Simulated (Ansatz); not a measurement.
Start from CsPbCl₃ in the cubic perovskite structure (space group Pm-3m, No. 221; a = 5.521 Å). Axes: x, y, z lie along the cube axes.

All numbers come from LDA, PAW, 420 eV (Ansatz, a program for electronic structure; spin-orbit coupling left out).

Before the change:

| Property | Value |
|---|---|
| Pressure | 0.00 GPa |
| Hole mass | 0.14 mₑ (at R) |
| Valley order | R along ⟨111⟩ 1.53 eV; Γ 2.75 eV |

Perturbation: the cell is stretched by 0.60 % along z with no lateral relaxation; the atoms relax in the strained cell.

Predict the new pressure.

The pressure (mean of the normal stresses, compression positive) goes from zero to -0.17 GPa.

Estimate the effect on the hole mass.

The hole mass becomes 0.15 mₑ (at R) (base: 0.14 mₑ (at R)).

Predict the new valley order.

The valley order (the lowest conduction-band minima on the path, energy above the VBM, named in the base's zone) goes from R along ⟨111⟩ 1.53 eV; Γ 2.75 eV to R along [111] 1.53 eV; Γ 2.78 eV.

Spin-orbit coupling, missing from the scalar runs, can matter with Pb. The levels and masses belong to the bands next to the band gap. Masses are band curvatures over ±0.01 Å⁻¹ around the edge. Whether these cells are dynamically stable was not tested. Many cubic perovskites are stable only at high temperature; tilts and polar distortions were not tested. This is not the structure that CsPbCl3 has at room temperature and ambient pressure.
